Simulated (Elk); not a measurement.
**Elk run on Te2Au (C2/m, 3 atoms in the cell): self-consistent single point**

Method: PBEsol, all-electron FP-LAPW, Elk's shipped species files, LAPW+lo basis (Elk).

This input was run:

```
tasks
  0

xctype
  22

rgkmax
  7.5

gmaxvr
  14.0

nxoapwlo
  1

rmtscf
  0.9

stype
  0

swidth
  0.00367493

avec
    6.8447486501   -3.9770231156    0.0000000000
    6.8447486501    3.9770231156    0.0000000000
   -0.0203542401    0.0000000000    9.8161615674

sppath
  'species/'

atoms
  2   : nspecies
  'Te.in'   : spfname
  2   : natoms; atposl, bfcmt below
  0.3186700000  0.3186700000  0.2891200000    0.0 0.0 0.0
  0.6813300000  0.6813300000  0.7108800000    0.0 0.0 0.0
  'Au.in'   : spfname
  1   : natoms; atposl, bfcmt below
  0.0000000000  0.0000000000  0.0000000000    0.0 0.0 0.0

ngridk
  7 7 5
```

Log, with long lists cut:

```
│ Elk code version 10.2.4 │

All units are atomic (Hartree, Bohr, etc.)

│ Ground-state run starting from atomic densities │

Lattice vectors :
   6.844748650      -3.977023116       0.000000000
   6.844748650       3.977023116       0.000000000
 -0.2035424010E-01   0.000000000       9.816161567

Unit cell volume      :    534.4256740
Brillouin zone volume :   0.4641435198

Muffin-tin inner radius fraction :   0.1000000000E-01

Nuclei treated as point charges

Species :    1 (Te)
 parameters loaded from : Te.in
 name : tellurium
 nuclear charge    :   -52.00000000
 electronic charge :    52.00000000
 atomic mass :    232600.5707
 muffin-tin radius :    2.340000000
 number of radial points in muffin-tin :    597
 atomic positions (lattice), magnetic fields (Cartesian) :
   1 :   0.31867000  0.31867000  0.28912000    0.00000000  0.00000000  0.00000000
   2 :  -0.31867000 -0.31867000 -0.28912000    0.00000000  0.00000000  0.00000000

Species :    2 (Au)
 parameters loaded from : Au.in
 name : gold
 nuclear charge    :   -79.00000000
 electronic charge :    79.00000000
 atomic mass :    359048.0559
 muffin-tin radius :    2.520000000
 number of radial points in muffin-tin :    697
 atomic positions (lattice), magnetic fields (Cartesian) :
   1 :   0.00000000  0.00000000  0.00000000    0.00000000  0.00000000  0.00000000

Total number of atoms per unit cell :    3

Spin treatment :
 spin-unpolarised

Number of Bravais lattice symmetries :    4
Number of crystal symmetries         :    4
Crystal has inversion symmetry
Real symmetric eigensolver will be used

k-point grid :      7     7     5
k-point offset :    0.000000000       0.000000000       0.000000000
k-point set is reduced with full crystal symmetry group
Total number of k-points :       72

Muffin-tin radius times maximum |G+k| :    7.500000000
 using average radius
Maximum |G+k| for APW functions       :    3.125000000
Maximum (1/2)|G+k|²                   :    4.882812500
Maximum |G| for potential and density :    14.00000000
 potential will be trimmed for |G| > 2 gkmax
Constant for pseudocharge density :    9
Radial integration step length :    4

G-vector grid sizes :     36    36    45
Number of G-vectors :    24789

Maximum angular momentum used for
 APW functions                      :    8
 outer part of muffin-tin           :    6
 inner part of muffin-tin           :    1

Total nuclear charge    :   -183.0000000
Total core charge       :    120.0000000
Total valence charge    :    63.00000000
Total excess charge     :    0.000000000
Total electronic charge :    183.0000000

Effective Wigner radius, rₛ :   0.8867119027

Number of empty states         :   12
Total number of valence states :   44
Total number of core states    :  120

Total number of local-orbitals :   61

Exchange-correlation functional :     22     0     0
 PBEsol, Phys. Rev. Lett. 100, 136406 (2008)
 gradient requirement :    1
 generalised gradient approximation (GGA)

Smearing type :    0
 Gaussian
Smearing width :   0.3674930000E-02
Effective electronic temperature (K) :    1160.451112

Mixing type :    3
 Broyden mixing, J. Phys. A: Math. Gen. 17, L317 (1984)

Kohn-Sham potential initialised from atomic data

│ Self-consistent loop started │
│ Loop number : 1 │
 total energy                :     -32617.6848116
│ Loop number : 2 │
 total energy                :     -32618.7969112
RMS change in Kohn-Sham potential (target) :   0.2641695336     (  0.1000000000E-05)
Absolute change in total energy (target)   :    1.112099630     (  0.1000000000E-03)
│ Loop number : 3 │
 total energy                :     -32622.2969394
RMS change in Kohn-Sham potential (target) :   0.2238101802     (  0.1000000000E-05)
Absolute change in total energy (target)   :    3.778053052     (  0.1000000000E-03)
│ Loop number : 4 │
 total energy                :     -32624.4012154
RMS change in Kohn-Sham potential (target) :   0.1821851252     (  0.1000000000E-05)
Absolute change in total energy (target)   :    3.048789230     (  0.1000000000E-03)
│ Loop number : 5 │
 total energy                :     -32627.1370878
RMS change in Kohn-Sham potential (target) :   0.9738340111E-01 (  0.1000000000E-05)
Absolute change in total energy (target)   :    3.498069708     (  0.1000000000E-03)
│ Loop number : 6 │
 total energy                :     -32629.4494343
RMS change in Kohn-Sham potential (target) :   0.3115023257E-01 (  0.1000000000E-05)
Absolute change in total energy (target)   :    3.186864008     (  0.1000000000E-03)
│ Loop number : 7 │
 total energy                :     -32630.7538338
RMS change in Kohn-Sham potential (target) :   0.1197588734E-02 (  0.1000000000E-05)
Absolute change in total energy (target)   :    2.101115436     (  0.1000000000E-03)
│ Loop number : 8 │
 total energy                :     -32630.8658423
RMS change in Kohn-Sham potential (target) :   0.5617737267E-03 (  0.1000000000E-05)
Absolute change in total energy (target)   :   0.6372873956     (  0.1000000000E-03)
│ Loop number : 9 │
 total energy                :     -32630.8569085
RMS change in Kohn-Sham potential (target) :   0.1932430043E-03 (  0.1000000000E-05)
Absolute change in total energy (target)   :   0.1503880285     (  0.1000000000E-03)
│ Loop number : 10 │
 total energy                :     -32630.8500897
RMS change in Kohn-Sham potential (target) :   0.7523451388E-04 (  0.1000000000E-05)
Absolute change in total energy (target)   :   0.3077824620E-01 (  0.1000000000E-03)
│ Loop number : 11 │
 total energy                :     -32630.8435081
RMS change in Kohn-Sham potential (target) :   0.2355052196E-04 (  0.1000000000E-05)
Absolute change in total energy (target)   :   0.1112959602E-02 (  0.1000000000E-03)
│ Loop number : 12 │
 total energy                :     -32630.8399964
RMS change in Kohn-Sham potential (target) :   0.4914357695E-05 (  0.1000000000E-05)
Absolute change in total energy (target)   :   0.3233440311E-02 (  0.1000000000E-03)
│ Loop number : 13 │
 total energy                :     -32630.8392859
RMS change in Kohn-Sham potential (target) :   0.6384012909E-06 (  0.1000000000E-05)
Absolute change in total energy (target)   :   0.1518921199E-02 (  0.1000000000E-03)
│ Loop number : 14 │
 total energy                :     -32630.8392881
RMS change in Kohn-Sham potential (target) :   0.2959667841E-06 (  0.1000000000E-05)
Absolute change in total energy (target)   :   0.3774899560E-03 (  0.1000000000E-03)
│ Loop number : 15 │
 total energy                :     -32630.8392747
RMS change in Kohn-Sham potential (target) :   0.1573816675E-06 (  0.1000000000E-05)
Absolute change in total energy (target)   :   0.1077719062E-03 (  0.1000000000E-03)
│ Loop number : 16 │
 total energy                :     -32630.8392743
RMS change in Kohn-Sham potential (target) :   0.4795256315E-07 (  0.1000000000E-05)
Absolute change in total energy (target)   :   0.2739174306E-04 (  0.1000000000E-03)
Convergence targets achieved

│ Loop number : 17 │

Energies :
 Fermi                       :     0.274720869555
 sum of eigenvalues          :     -19966.5184731
 electron kinetic            :      36246.6829277
 core electron kinetic       :      35027.7781787
 Coulomb                     :     -68170.7020139
 Coulomb potential           :     -55283.1295430
 nuclear-nuclear             :     -2407.41239781
 electron-nuclear            :     -76243.4496893
 Hartree                     :      10480.1600731
 Madelung                    :     -40529.1372424
 xc potential                :     -930.071857749
 exchange                    :     -695.077142702
 correlation                 :     -11.7430434551
 total energy                :     -32630.8392724

Density of states at Fermi energy :    22.90924687
 (states/Hartree/unit cell)

Estimated indirect band gap :   0.1913998136E-02
 from k-point      1 to k-point      1
Estimated direct band gap   :   0.1913998136E-02
 at k-point      1

Charges :
 core                        :    120.0000000
 valence                     :    63.00000000
 interstitial                :    7.408945882
 muffin-tins (core leakage)
  species :    1 (Te)
   atom    1                 :    49.05546897     (  0.1702055814E-02)
   atom    2                 :    49.05546897     (  0.1702055814E-02)
  species :    2 (Au)
   atom    1                 :    77.48011617     (  0.4404517810E-03)
 total in muffin-tins        :    175.5910541
 total calculated charge     :    182.9898645
 total charge                :    183.0000000
 error                       :   0.1013548901E-01

│ Self-consistent loop stopped │
```

The run converged in 17 iterations. The count includes the last loop, which Elk runs after its targets are met.

The starting cell comes from a database of computed structures (which also holds hypothetical and non-ambient phases and stackings), without a prior relaxation at this level. Spin-orbit coupling is off. Values depend on the basis (sphere radii, cutoffs, local orbitals), which need not be converged. The run gives no clean gap (levels at the Fermi energy touch, overlap or are partly filled at this smearing), which alone does not show that the compound is a metal. The log's line on a gap gives a spacing of levels on this mesh, which the program prints for metals too.

Cost on one core of a shared machine: roughly 70 s.
